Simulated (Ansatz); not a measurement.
Worked example: self-consistent single point of Ir (Fm-3m, 1 atom in the cell) in Ansatz (a first-principles code).

Method of the run: PBE, norm-conserving files (source: ansatz) (plane waves; Ansatz).

```
CELL_PARAMETERS angstrom
      0.00000     1.91040     1.91040
      1.91040     0.00000     1.91040
      1.91040     1.91040     0.00000
ATOMIC_POSITIONS crystal
  Ir 0.00000 0.00000 0.00000
```

Reference input (self-consistent single point, DFT, PBE, plane waves, default PAW files): basis.ecutwfc = 420 eV; kpoints.mp_grid.grid = 15 15 15; hamiltonian.xc = pbe; hamiltonian.pseudopotentials = {kind: paw} (the program's default PAW files); scf.occupations.method = gaussian; scf.occupations.width = 0.1 eV. This run's input differs from it in these lines:

Ansatz 0.2 input:
```diff
@@ -9,3 +9,3 @@
 basis:
-  ecutwfc: 420.0
+  ecutwfc: 510.0
 kpoints:
@@ -16,3 +16,4 @@
   pseudopotentials:
-    kind: paw
+    kind: nc
+    source: ansatz
 scf:
```

Output, abridged:

```
SCF iter   1: F=—  HF=-3591.249169 eV  |F-HF|=—  |Δ(HF+E_count)|=         —  Δρ=5.74e-2  dr2=2.67e-1  ethr=3.10e-3  ⟨swp⟩=5.1  Hψ=8750  notcnv=0
all-band conjugate gradients solve this SCF's bands
preconditioner: auto → none
SCF iter   2: F=—  HF=-3591.170923 eV  |F-HF|=—  |Δ(HF+E_count)|=   7.82e-2  Δρ=1.97e-2  dr2=7.90e-3  ethr=1.57e-3  ⟨swp⟩=3.0  Hψ=3875  notcnv=0  defer=50
SCF iter   3: F=—  HF=-3591.173903 eV  |F-HF|=—  |Δ(HF+E_count)|=   2.98e-3  Δρ=9.70e-3  dr2=1.89e-3  ethr=4.65e-5  ⟨swp⟩=1.9  Hψ=1641  notcnv=0  defer=50
SCF iter   4: F=—  HF=-3591.175185 eV  |F-HF|=—  |Δ(HF+E_count)|=   1.28e-3  Δρ=3.36e-4  dr2=5.29e-6  ethr=1.11e-5  ⟨swp⟩=2.0  Hψ=2127  notcnv=0  defer=50
SCF iter   5: F=—  HF=-3591.175152 eV  |F-HF|=—  |Δ(HF+E_count)|=   3.25e-5  Δρ=6.00e-5  dr2=1.48e-7  ethr=3.11e-8  ⟨swp⟩=2.1  Hψ=2470  notcnv=0  defer=50
SCF iter   6: F=-3591.175152 eV  HF=-3591.175152 eV  |F-HF|=3.81e-10  |Δ(HF+E_count)|=   1.84e-8  Δρ=7.06e-6  dr2=1.36e-9  ethr=5.88e-10  ⟨swp⟩=6.6  Hψ=7695  notcnv=0
SCF 1 converged in 6 iterations: F = -3591.175152 eV  dr2 = 1.36e-9
Free energy (F): -3591.175152 eV
Internal energy: -3591.170163 eV  (E = F + TS)
E sigma→0 (E₀):  -3591.172657 eV
Entropy (-TS):   -0.004990 eV (-4.990 meV/atom)
Fermi energy:    26.466224 eV
--- Forces (eV/Å), atoms counted from 1 ---
  atom   1  Ir     0.00000000     0.00000000    -0.00000000
--- Stress (GPa, compression-positive) ---
       15.393571      -0.000000       0.000000
       -0.000000      15.393571       0.000000
        0.000000       0.000000      15.393571
  P = ⅓ Tr σ = 15.3936 GPa (153.936 kbar)
  The stress holds the Pulay correction. Without it, at fixed plane waves, as pw.x and ABINIT print it: P = -35.9486 GPa
```

The run converged in 6 iterations. Against the reference run the pressure goes from 14.82 to 15.39 GPa.

The starting cell has typed, rounded lattice constants, without a prior relaxation at this level. Its lattice was rescaled by up to half a per cent. Spin polarisation is off. Ansatz's pressure includes its estimate of the finite-basis (Pulay) stress. Without the estimate this run gives -35.95 GPa. The cutoff lies below the one recommended for these files.
